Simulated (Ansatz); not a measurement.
A computed series for NaI: pressure series

Start from NaI in the rock salt structure (space group Fm-3m, No. 225; a = 6.5290 Å).

Cell and atoms are relaxed at each pressure.

Calculations: PBE, PAW, 420 eV (Ansatz, an electronic-structure program; no spin-orbit coupling).

Candidates:
(a) pressure −1 GPa
(b) pressure 3 GPa
(c) pressure 15 GPa

For the base:

| Item | Value |
|---|---|
| Band gap | 3.58 eV |

Order them by band gap, lowest first.

(a) pressure −1 GPa (3.39 eV), (b) pressure 3 GPa (3.99 eV), (c) pressure 15 GPa (4.56 eV)

Spin-orbit coupling, missing from the scalar runs, can matter with I. Load acts through the strain it causes; cell and atoms are relaxed under it. Whether these cells are dynamically stable was not tested. Competing high-pressure phases were not computed.
